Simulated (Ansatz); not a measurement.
HgSe: response to strain

Consider HgSe in the zinc blende structure (space group F-43m, No. 216; a = 6.260 Å).

Strains are applied to the cell and any free atomic positions relax.

Calculations: PBE (Ansatz, an electronic-structure program), scalar-relativistic without spin-orbit coupling.

Notes on the quantities. energy relative to the base: free energy F.

| isotropic strain (%) | energy relative to the base (meV/atom) |
|---|---|
| -3 | 37.3 |
| -2.5 | 25.4 |
| -2 | 15.9 |
| -1.5 | 8.8 |
| -0.5 | 0.9 |
| 0 | 0.0 |
| 0.5 | 0.9 |
| 1.5 | ? |
| 2.5 | 20.7 |

Question: Fit ΔE = Aε² + Bε³ (ε in %) to the rows shown and predict the withheld row.

Answer: Least squares on the printed values gives A = 3.69 and B = -0.15 meV/atom (largest residual 0.1 meV/atom); this predicts 7.8 meV/atom, and the run gives 7.8 meV/atom, in agreement.

No phonon test of stability was made. All final runs are without spin polarisation.
